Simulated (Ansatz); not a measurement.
**Convergence study of the k-point mesh for MnTlF₃ (Cm, 5 atoms in the cell)**

```
CELL_PARAMETERS angstrom
      2.98031    -2.98012     0.00000
      2.98031     2.98012     0.00000
     -0.00185     0.00000     4.21252
ATOMIC_POSITIONS crystal
  Mn 0.49777 0.49777 0.49996
  Tl 0.99552 0.99552 0.99068
  F  0.99808 0.49752 0.48642
  F  0.49752 0.99808 0.48642
  F  0.50078 0.50078 0.98767
```
Moments meant for the start (each program seeds them in its own way; μB, in the order of the atoms Mn Tl F F F): 4.0 0.0 0.0 0.0 0.0.

Level of theory: LDA (PW92), default PAW files made with PBE (plane waves; Ansatz, a quantum-chemistry and plane-wave program).

Base settings: basis.ecutwfc = 420 eV; kpoints.mp_grid.grid = 5 5 5; hamiltonian.xc = lda; hamiltonian.pseudopotentials = {kind: paw} (the program's default PAW files); magnetization.spin_polarized = true; scf.occupations.method = fermi_dirac; scf.occupations.width = 0.02 eV.

The second cell is the first with its lattice scaled by 0.98.

Only quantities that move along the ladder and can be compared are tabulated.

The count of work is k-points × plane waves × bands × iterations; it is no time. Core times come from one kind of shared machine, to one figure; runs under 30 s give none.

The starting cell comes from a database of computed structures (which also holds hypothetical and non-ambient phases and stackings), without a prior relaxation at this level. Its lattice was rescaled by up to half a per cent. One atom was moved a little off its site on purpose. With one magnetic atom in the cell only a parallel order is possible. In the base run, with a pressure of about -4 GPa the cell is away from its equilibrium volume at this level. Ansatz's pressure includes its estimate of the finite-basis (Pulay) stress.

| kpoints.mp_grid.grid | free energy less the last step's (meV/atom) | energy of the compressed cell less the first (meV/atom) | pressure (GPa) | largest difference of a force vector from the last step's (eV/Å) | count of work / last | core time / last (rough) |
|---|---|---|---|---|---|---|
| 2 2 2 | 13.41 | -5.57 | -3.35 | 0.038 | 0.0066 | – |
| 3 3 3 | 0.25 | -8.47 | -3.86 | 0.003 | 0.011 | – |
| 4 4 4 | 0.16 | -8.97 | -3.88 | 0.000 | 0.027 | – |
| 5 5 5 | 0.04 | -8.69 | -3.87 | 0.000 | 0.043 | – |
| 6 6 6 | -0.05 | -8.59 | -3.87 | 0.000 | 0.075 | 0.08 |
| 7 7 7 | -0.04 | -8.59 | -3.87 | 0.000 | 0.11 | 0.1 |
| 8 8 8 | 0.00 | -8.61 | -3.87 | 0.000 | 0.15 | 0.2 |
| 9 9 9 | -0.01 | -8.59 | -3.87 | 0.000 | 0.23 | 0.2 |
| 10 10 10 | 0.00 | -8.60 | -3.87 | 0.000 | 0.31 | 0.3 |
| 11 11 11 | 0.01 | -8.60 | -3.87 | 0.000 | 0.40 | 0.4 |
| 13 13 13 | -0.01 | -8.61 | -3.87 | 0.000 | 0.66 | 0.7 |
| 15 15 15 | 0.00 | -8.62 | -3.87 | 0.000 | 1.0 | 1 |

Coarsest kpoints.mp_grid.grid that holds the forces within 0.01 eV/Å of the last step, with all finer ones: 3 3 3, at 0.011 of the last step's count of work; the step before is off by 0.038 eV/Å.

Coarsest kpoints.mp_grid.grid that holds the free energy within 1 meV/atom of the last step, with all finer ones: 3 3 3, at 0.011 of the last step's count of work; the step before is off by 13 meV/atom.

Coarsest kpoints.mp_grid.grid that holds the energy of the compressed cell less the first within 0.2 meV/atom of the last step, with all finer ones: 5 5 5, at 0.043 of the last step's count of work; the step before is off by 0.35 meV/atom.

Keys are those of Ansatz 0.2.
